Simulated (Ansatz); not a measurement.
Start from Ga2S3 (space group Cc, No. 9; a = 11.122 Å, b = 6.393 Å, c = 7.004 Å, α = γ = 90.00°, β = 121.02°).

All numbers come from PBEsol (Ansatz, a program for electronic structure), no spin-orbit coupling.

One change was made to it. Results:

| quantity | base | after |
|---|---|---|
| band gap | 1.76 eV | 1.86 eV |
| valence-band top at Γ (three highest levels, from the VBM) | 0.00, -0.51, -0.69 eV | 0.00, -0.46, -0.60 eV |
| volume per atom | 21.34 Å³ | 18.50 Å³ |

Which change produced these results?
(A) pressure 3 GPa
(B) pressure 0.3 GPa
(C) pressure 7.5 GPa

C, pressure 7.5 GPa. For comparison, the valence-band top at Γ in the other runs: pressure 3 GPa gives 0.00, -0.50, -0.64 eV; pressure 0.3 GPa gives 0.00, -0.51, -0.68 eV.

Load acts through the strain it causes; cell and atoms are relaxed under it. Whether these cells are dynamically stable was not tested. No other phases were tried under pressure.
